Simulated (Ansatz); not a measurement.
## Sn: transverse stress against strain

Sn (diamond, Fd-3m, 35.392 Å³/atom at rest, cube axes along x, y and z) under a strain ε along a cube axis (axis z), the other axes held. r2SCAN in Ansatz, a plane-wave DFT program (PAW, default set), 500 eV, 12×12×12 Γ-centred mesh, Fermi-Dirac smearing 0.05 eV; ions are relaxed within the symmetry of each cell. Stress is positive for a compressed cell.

Here s stands for strain and y for stress xx.

| strain (%) | stress xx (GPa) |
|---|---|
| -1.50 | 0.50 |
| -1.00 | 0.33 |
| -0.50 | 0.16 |
| 0.00 | 0.00 |
| 0.50 | -0.15 |
| 1.00 | -0.29 |
| 1.50 | -0.43 |
| 3.00 | ? |

Question: Using a straight line, estimate the missing y at s = 3.00 from the other rows, showing the fit.

Answer: Means: s 0, y 0.017. About the means, the sum of products is -2.1700 and the sum of squares of s is 7.0000; the slope is their ratio. Least squares gives y = 0.017 - 0.3100·s. Residuals (row less fit): 0.018, 0.003, -0.012, -0.017, -0.012, 0.003, 0.018; standard error 0.016 (degrees of freedom: 5). The slope gives the elastic constant C12 = 31 ± 0.6 GPa. At the withheld row, y = 0.017 - 0.3100 × 3.0 = -0.913 GPa. The calculation gives -0.82 GPa, 0.093 GPa above the prediction (7.0 % of the range of y in the table). The row lies outside the fitted rows, so this is an extrapolation. From the scatter of the fitted rows alone, a prediction at this place has a standard error of 0.025 GPa, so the miss is 3.7 times that.

One order more, fitted to all 13 runs of the series, follows each within 0.01, so the miss is the next term of a smooth law. This level leaves no gap over 0.05 eV at strain -0.50, 0.00, 0.50, 1.00, 1.50, 3.00, where the mesh may be coarse. Sn is here grey tin, stable below 13 °C. Rows are the converged runs of the series near zero and its far end; series whose fitted rows scatter by over a few per cent of the range, as at a crossing or softening among them, aren't shown in this form. Most that stay on the fit to the last digits aren't either.
